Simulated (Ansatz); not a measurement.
Start from Ca in the fcc (Cu type) structure (space group Fm-3m, No. 225; a = 5.5685 Å).

Method: Ansatz (an electronic-structure program), r2SCAN, PAW, cutoff 500 eV, no SOC.

For the base:

| Property | Value |
|---|---|
| Volume per atom | 43.17 Å³ |

Perturbation: full substitution Ca → Lu, then cell and atoms are relaxed.

Tabulated Pauling electronegativity and covalent radius: Ca 1.00, 1.76 Å; Lu 1.27, 1.87 Å.

Problem. Estimate the effect on the volume per atom.

Solution. The volume per atom decreases by 14.082 Å³ to 29.08 Å³.

Stability against distortions was not tested. As relaxed here, Lu is a hypothetical phase, not in the database extracts checked. All final runs are without spin polarisation.
